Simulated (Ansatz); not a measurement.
**Response to strain in BN**

The reference is BN in the zinc blende structure (space group F-43m, No. 216; a = 3.6097 Å). Axes: x, y, z lie along the cube axes.

Strains are applied to the cell and any free atomic positions relax; under biaxial strain the out-of-plane vector relaxes too.

Computed with Kohn–Sham DFT with the r2SCAN functional, run in Ansatz (a first-principles code) with PAW and 500 eV plane waves, spin-orbit coupling left out.

Notes on the quantities. in-plane stress: mean in-plane stress (compression positive).

```json
[
 {"change": "base", "shortest interatomic distance": "1.563 Å", "in-plane stress": "–", "smallest direct gap": "9.59 eV"},
 {"change": "biaxial strain −2.50 %, plane normal [111], relaxed out of plane", "shortest interatomic distance": "[?]", "in-plane stress": "+30.5 GPa", "smallest direct gap": "9.03 eV"},
 {"change": "biaxial strain −2.08 %, plane normal [111], relaxed out of plane", "shortest interatomic distance": "[?]", "in-plane stress": "+24.8 GPa", "smallest direct gap": "9.15 eV"},
 {"change": "biaxial strain −1.67 %, plane normal [111], relaxed out of plane", "shortest interatomic distance": "1.541 Å", "in-plane stress": "+19.6 GPa", "smallest direct gap": "9.25 eV"},
 {"change": "biaxial strain −1.25 %, plane normal [111], relaxed out of plane", "shortest interatomic distance": "1.546 Å", "in-plane stress": "+14.4 GPa", "smallest direct gap": "9.35 eV"},
 {"change": "biaxial strain −0.83 %, plane normal [111], relaxed out of plane", "shortest interatomic distance": "1.552 Å", "in-plane stress": "+9.4 GPa", "smallest direct gap": "9.44 eV"},
 {"change": "biaxial strain −0.42 %, plane normal [111], relaxed out of plane", "shortest interatomic distance": "1.557 Å", "in-plane stress": "+4.6 GPa", "smallest direct gap": "[?]"}
]
```

Question: What belongs in the blanks?

Answer: 
- biaxial strain −2.50 %, plane normal [111], relaxed out of plane, shortest interatomic distance: 1.530 Å
- biaxial strain −2.08 %, plane normal [111], relaxed out of plane, shortest interatomic distance: 1.535 Å
- biaxial strain −0.42 %, plane normal [111], relaxed out of plane, smallest direct gap: 9.52 eV

Whether these cells are dynamically stable was not tested.
